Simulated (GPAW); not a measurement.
## GPAW run on a (100) slab of InP (cut from a parent of space group no. 216; 8 atoms in the cell): self-consistent single point

Level of theory: LDA (Perdew-Wang 92), LCAO dzp, GPAW PAW datasets LDA (gpaw-data 1.0.1) (GPAW).

Input:

```python
from ase import Atoms
from gpaw import GPAW

atoms = Atoms(['In', 'In', 'In', 'In', 'P', 'P', 'P', 'P'],
              cell=[[4.174723, 0.000000, 0.000000],
                    [-4.174723, 4.174723, 0.000000],
                    [0.000000, 0.000000, 22.331900]],
              positions=[[0.000000, 0.000000, 10.427992],
                         [2.087362, 2.087362, 7.476005],
                         [0.000000, 0.000000, 16.331899],
                         [2.087362, 2.087362, 13.379890],
                         [2.087362, 0.000000, 6.000001],
                         [0.000000, 2.087362, 8.952010],
                         [2.087362, 0.000000, 11.903997],
                         [0.000000, 2.087362, 14.855895]],
              pbc=(True, True, False))

calc = GPAW(mode='lcao',
            h=0.18,
            basis='dzp',
            xc='LDA',
            kpts=(5, 5, 1),
            occupations={'name': 'methfessel-paxton', 'width': 0.272, 'order': 1},
            convergence={'forces': 0.001},
            symmetry={'symmorphic': False, 'tolerance': 0.0005},
            poissonsolver={'dipolelayer': 'xy'},
            maxiter=100,
            txt='-')

atoms.calc = calc

energy = atoms.get_potential_energy()
print('Energy (eV):', round(energy, 6))
forces = atoms.get_forces()
print('Forces (eV/Ang):')
print(forces.round(5))
```

Output (repeated stretches shortened):

```
Input parameters:
  basis: dzp
  convergence: {forces: 0.001}
  h: 0.18
  kpts: [5 5 1]
  maxiter: 100
  mode: lcao
  occupations: {name: methfessel-paxton,
                order: 1,
                width: 0.272}
  poissonsolver: {dipolelayer: xy}
  symmetry: {symmorphic: False,
             tolerance: 0.0005}

species:
  In:
    name: Indium
    Z: 49.0
    valence: 13
    core: 36
    charge: 0.0
    file: In.LDA.gz

    # LCAO basis set for In:
    #   Name: dzp
    #   File: In.dzp.basis.gz
    #   Number of radial functions: 7
    #   Number of spherical harmonics: 23
    #     l=0, rc=7.7188 Bohr: 5s-sz confined orbital
    #     l=1, rc=10.7500 Bohr: 5p-sz confined orbital
    #     l=2, rc=4.4219 Bohr: 4d-sz confined orbital
    #     l=0, rc=4.5312 Bohr: 5s-dz split-valence wave
    #     l=1, rc=6.4688 Bohr: 5p-dz split-valence wave
    #     l=2, rc=2.7344 Bohr: 4d-dz split-valence wave
    #     l=2, rc=10.7500 Bohr: d-type Gaussian polarization
    #   Number of RI-basis functions 0

  P:
    name: Phosphorus
    Z: 15.0
    valence: 5
    core: 10
    charge: 0.0
    file: P.LDA.gz

    # LCAO basis set for P:
    #   Name: dzp
    #   File: P.dzp.basis.gz
    #   Number of radial functions: 5
    #   Number of spherical harmonics: 13
    #     l=0, rc=6.0938 Bohr: 3s-sz confined orbital
    #     l=1, rc=7.7031 Bohr: 3p-sz confined orbital
    #     l=0, rc=3.4375 Bohr: 3s-dz split-valence wave
    #     l=1, rc=4.4688 Bohr: 3p-dz split-valence wave
    #     l=2, rc=7.7031 Bohr: d-type Gaussian polarization
    #   Number of RI-basis functions 0

Reference energy: -676427.584916  # eV

Spin-paired calculation

Convergence criteria:
 Maximum [total energy] change in last 3 cyles: 0.0005 eV / valence electron
 Maximum integral of absolute [dens]ity change: 0.0001 electrons / valence electron
 Maximum integral of absolute [eigenst]ate change: 4e-08 eV^2 / valence electron
 Maximum change in the atomic [forces] across last 2 cycles: 0.001 eV/Ang OR
Maximum error relative to the maximum force is below inf
 Maximum number of scf [iter]ations: 100

Symmetries present (total): 2
Symmetries with fractional translations: 0
25 k-points: 5 x 5 x 1 Monkhorst-Pack grid
13 k-points in the irreducible part of the Brillouin zone
       k-points in crystal coordinates                weights
   0:     0.00000000    0.00000000    0.00000000          1/25
   1:     0.00000000    0.20000000    0.00000000          2/25
   2:     0.00000000    0.40000000    0.00000000          2/25
   [... 7 lines left out ...]
          ...
  12:     0.40000000    0.40000000    0.00000000          2/25

Wave functions: LCAO
  Diagonalizer: Serial LAPACK
  Atomic Correction: dense with blas
  Data-type: complex

Occupation numbers: Methfessel-Paxton:
  width: 0.2720  # eV
  order: 1

Eigensolver
   LCAO using direct dense diagonalizer

Densities:
  Coarse grid: 16*24*124 grid
  Fine grid: 32*48*248 grid
  Total Charge: 0.000000

Density mixing:
  Method: separate
  Backend: pulay
  Linear mixing parameter: 0.05
  old densities: 5
  Damping of long wavelength oscillations: 50

Hamiltonian:
  XC and Coulomb potentials evaluated on a 32*48*248 grid
  Interpolation: tri-quintic (5. degree polynomial)
  Poisson solver: FastPoissonSolver using
    Stencil: 8*3+1=25 point O(h^6) finite-difference Laplacian
    FFT axes: [np.int64(0), np.int64(1)]
    FST axes: [np.int64(2)]

Dipole correction along z-axis

Number of atoms: 8
Number of atomic orbitals: 144
Number of bands in calculation: 48
Number of valence electrons: 72
Bands to converge: occupied

Density initialized from atomic densities

       In
         P

              In

            P

       InP

              In

            P

Atomic positions and initial magnetic moments

Positions:
   0 In     0.000000    0.000000   10.427992    ( 0.0000,  0.0000,  0.0000)
   1 In     2.087362    2.087362    7.476005    ( 0.0000,  0.0000,  0.0000)
   2 In     0.000000    0.000000   16.331899    ( 0.0000,  0.0000,  0.0000)
   3 In     2.087362    2.087362   13.379890    ( 0.0000,  0.0000,  0.0000)
   4 P      2.087362    0.000000    6.000001    ( 0.0000,  0.0000,  0.0000)
   5 P      0.000000    2.087362    8.952010    ( 0.0000,  0.0000,  0.0000)
   6 P      2.087362    0.000000   11.903997    ( 0.0000,  0.0000,  0.0000)
   7 P      0.000000    2.087362   14.855895    ( 0.0000,  0.0000,  0.0000)

Unit cell:
           periodic     x           y           z      points  spacing
  1. axis:    yes    4.174723    0.000000    0.000000    16     0.1845
  2. axis:    yes   -4.174723    4.174723    0.000000    24     0.1739
  3. axis:    no     0.000000    0.000000   22.331900   124     0.1801

  Lengths:   4.174723   5.903950  22.331900
  Angles:   90.000000  90.000000 135.000000

Effective grid spacing dv^(1/3) = 0.2014

     iter     time        total  log10-change:
                         energy   eigst   dens  force
iter:   1 --:--:--   -34.892882        c
iter:   2 --:--:--   -39.387150        c -1.17
iter:   3 --:--:--   -33.948743        c -1.11
iter:   4 --:--:--   -33.686560        c -1.28
iter:   5 --:--:--   -34.488241        c -1.34
iter:   6 --:--:--   -33.287312        c -1.22
iter:   7 --:--:--   -33.798173        c -1.69
iter:   8 --:--:--   -33.506041        c -1.46
iter:   9 --:--:--   -33.271987        c -1.66
iter:  10 --:--:--   -33.247469        c -1.98
iter:  11 --:--:--   -33.238708c       c -2.20
iter:  12 --:--:--   -33.236451c       c -2.37
iter:  13 --:--:--   -33.231187c       c -2.41
iter:  14 --:--:--   -33.224318c       c -2.58
iter:  15 --:--:--   -33.224147c       c -2.92
iter:  16 --:--:--   -33.223974c       c -3.01
iter:  17 --:--:--   -33.223889c       c -3.15
iter:  18 --:--:--   -33.223868c       c -3.39
iter:  19 --:--:--   -33.223859c       c -3.42
iter:  20 --:--:--   -33.223896c       c -3.73
iter:  21 --:--:--   -33.223940c       c -3.93
iter:  22 --:--:--   -33.223932c       c -4.01c
iter:  23 --:--:--   -33.223939c       c -4.12c -2.47
iter:  24 --:--:--   -33.223927c       c -4.10c -1.64
iter:  25 --:--:--   -33.223932c       c -4.36c -2.27
iter:  26 --:--:--   -33.223939c       c -4.50c -2.61
iter:  27 --:--:--   -33.223940c       c -4.62c -2.73
iter:  28 --:--:--   -33.223929c       c -4.67c -2.17
iter:  29 --:--:--   -33.223933c       c -4.71c -2.50
iter:  30 --:--:--   -33.223929c       c -5.09c -2.71
iter:  31 --:--:--   -33.223929c       c -4.96c -3.03c

Converged after 31 iterations.

Dipole moment: (0.023584, -5.021790, 0.132819) |e|*Ang

Energy contributions relative to reference atoms: (reference = -676427.584916)

Kinetic:        +33.937143
Potential:      -30.794412
External:        +0.000000
XC:             -36.993307
Entropy (-ST):   -0.009452
Local:           +0.632947
SIC:             +0.000000
--------------------------
Free energy:    -33.227080
Extrapolated:   -33.223929

Dipole-layer corrected work functions: 6.128868, 4.749824 eV

Showing only first 2 kpts
 Kpt  Band  Eigenvalues  Occupancy
  0    34     -5.48498    1.27960
  0    35     -5.17745   -0.04166
  0    36     -4.67150   -0.00049
  0    37     -3.87106   -0.00000

  1    34     -5.68858    2.02824
  1    35     -5.47631    1.22766
  1    36     -4.61163   -0.00015
  1    37     -3.59790   -0.00000

Fermi level: -5.43935

No gap
No difference between direct/indirect transitions
Energy (eV): -33.223929

Forces in eV/Ang:
  0 In    0.00000    0.00000   -0.25258
  1 In    0.00000    0.00000   -0.38234
  2 In    0.00000    0.00000    0.34597
  3 In    0.00000    0.00000   -0.27261
  4 P     0.00000    0.00000    0.32430
  5 P     0.00000    0.00000    0.42314
  6 P     0.00000    0.00000    0.18203
  7 P     0.00000    0.00000   -0.36840
```

The run converged in 31 iterations.

The starting cell comes from a database of computed structures (which also holds hypothetical and non-ambient phases and stackings), without a prior relaxation at this level. The slab is cut from that crystal, and its faces are unrelaxed. Spin polarisation is off, though cut faces can carry moments; the slab shows no gap. Values carry the incompleteness of an atom-centred basis.

Cost on one core of a shared machine: roughly 7 min.
